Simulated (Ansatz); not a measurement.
Ansatz (a first-principles code) run on SrGaSi (P3m1, 3 atoms in the cell): relaxation of the atoms.

Method of the run: LDA (PW92), default PAW files made with PBE (plane waves; Ansatz).

The change in words: one atom moved by 0.15 angstrom; relax: default → atoms; relax.f_tol: default → 0.02 eV/Å. Reference geometry:
```
CELL_PARAMETERS angstrom
      4.19212     0.00000     0.00000
     -2.09606     3.63048     0.00000
      0.00000     0.00000     4.75003
ATOMIC_POSITIONS crystal
  Sr 0.00000 0.00000 0.00000
  Ga 0.33333 0.66667 0.50000
  Si 0.66667 0.33333 0.50000
```

Reference input (self-consistent single point, DFT, LDA (PW92), plane waves, default PAW files made with PBE): basis.ecutwfc = 30.9 Ry; kpoints.mp_grid.grid = 9 9 7; hamiltonian.xc = lda; hamiltonian.pseudopotentials = {kind: paw} (the program's default PAW files); scf.occupations.method = fermi_dirac; scf.occupations.width = 0.0073 Ry. This run's input differs from it in these lines:

```diff
@@ -6,3 +6,3 @@
   atoms:
-    - { symbol: Sr, position: [0.000000, 0.000000, 0.000000] }
+    - { symbol: Sr, position: [0.000000, 0.000000, 0.031579] }
     - { symbol: Ga, position: [0.333333, 0.666667, 0.500000] }
@@ -18,2 +18,4 @@
   occupations: { method: fermi_dirac, width: 0.0073 Ry }
+relax:
+  f_tol: 0.02
 output:
```

Log, with long lists cut:

```
   [... SCF lines of the steps left out ...]
relax step   1: F+E_penalty+E_count = -7761.49483936 eV  Δ(F+E_penalty+E_count) = +0.000e0 eV  max|allowed force component| = 5.017e-1 eV/Å  Δτ_max = 0.0000 Å  (6 SCF iters, dr2 threshold 1.00e-5 eV, accepted)
relax step   2: F+E_penalty+E_count = -7761.53171089 eV  Δ(F+E_penalty+E_count) = -3.687e-2 eV  max|allowed force component| = 6.974e-2 eV/Å  Δτ_max = 0.0861 Å  (5 SCF iters, dr2 threshold 1.57e-5 eV, accepted)
relax step   3: F+E_penalty+E_count = -7761.53242722 eV  Δ(F+E_penalty+E_count) = -7.163e-4 eV  max|allowed force component| = 1.488e-3 eV/Å  Δτ_max = 0.0134 Å  (6 SCF iters, accepted)
the relaxation is at rest under the 6 symmetry operations that the run kept from its start: a minimum is not shown …
Free energy (F): -7761.532427 eV
Internal energy: -7761.496052 eV  (E = F + TS)
E sigma→0 (E₀):  -7761.514240 eV
Entropy (-TS):   -0.036375 eV (-12.125 meV/atom)
Fermi energy:    8.272077 eV
--- Forces (eV/Å), atoms counted from 1 ---
  atom   1  Sr     0.00000000    -0.00000000    -0.00150069
  atom   2  Ga    -0.00000000     0.00000000     0.00092844
  atom   3  Si     0.00000000    -0.00000000     0.00053486
--- Stress (GPa, compression-positive) ---
       -3.677583       0.000000       0.000000
       -0.000000      -3.677583       0.000000
   [... lines left out ...]
  F+E_penalty+E_count = -7761.53242722 eV   max|allowed force component| = 1.488e-3 eV/Å
  atoms:
    - { symbol: Sr, position: [5.071815179804577e-19, 1.358989991433558e-19, 0.010629558422239796] }
    - { symbol: Ga, position: [0.3333333333333333, 0.6666666666666665, 0.5097465718092387] }
    - { symbol: Si, position: [0.6666666666666665, 0.33333333333333326, 0.5112028697685215] }
```

The run converged. 

Summary of the result:
```
Property                                                Result
-----------------------------------------------  -------------
Free energy E − TS (on the zero of these files)  -7761.5324 eV
Fermi level (on the code's own zero)                   8.27 eV
Pressure                                             -3.67 GPa
Largest force (vector length)                       0.002 eV/Å
Relaxation steps                                             3
```

The starting cell comes from a database of computed structures (which also holds hypothetical and non-ambient phases and stackings), without a prior relaxation at this level. Its lattice was rescaled by up to half a per cent. For this run, on top of that: one atom moved by 0.15 angstrom. The relaxation keeps the symmetry of its start, so its end need not be a minimum. Ansatz's pressure includes its estimate of the finite-basis (Pulay) stress.

Keys are those of Ansatz 0.2.
